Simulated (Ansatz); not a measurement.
The starting structures come from a database of crystals and need not be the phases stable at ambient conditions.

## Evanescent states of LaF3 (P6_3/mmc, not sure to be the ambient phase, 8 atoms a cell, 13.7 Å³ an atom) along the normal of (110)

All values below come from r2SCAN (plane waves, PAW; Ansatz, a quantum-chemistry and plane-wave program).

The gap is the functional's own. No spin-orbit coupling. Mid-gap values are interpolated on the energy grid.

Energies count from the valence-band top; κ is the least over a 4×4 mesh across the current.

| E (eV) | κ (1/Å) | where |
|---|---|---|
| 0.15 | 0.328 | Γ |
| 0.47 | 0.385 | Γ |
| 0.78 | 0.429 | Γ |
| 1.08 | 0.463 | Γ |
| 1.40 | 0.490 | Γ |
| 1.71 | 0.512 | Γ |
| 2.02 | 0.529 | Γ |
| 2.33 | 0.543 | Γ |
| 2.63 | 0.554 | Γ |
| 2.94 | 0.561 | Γ |
| 3.25 | 0.566 | Γ |
| 3.56 | 0.569 | Γ |
| 3.88 | 0.570 | Γ |
| 4.18 | 0.568 | Γ |
| 4.50 | 0.564 | Γ |
| 4.80 | 0.558 | Γ |
| 5.12 | 0.550 | Γ |
| 5.42 | 0.539 | Γ |
| 5.74 | 0.527 | Γ |
| 6.04 | 0.512 | Γ |
| 6.36 | 0.494 | Γ |
| 6.67 | 0.418 | Γ |

Problem. How thick must the barrier be to attenuate the transmission by 10^4 when the electrodes' Fermi level lies at 0.47 eV, and what attenuation does that film give at 2.94 eV?

Solution. d = 4 ln 10 / (2 × 0.385) = 12.0 Å. At 2.94 eV it gives 4 × 0.561/0.385 = 5.8 decades.
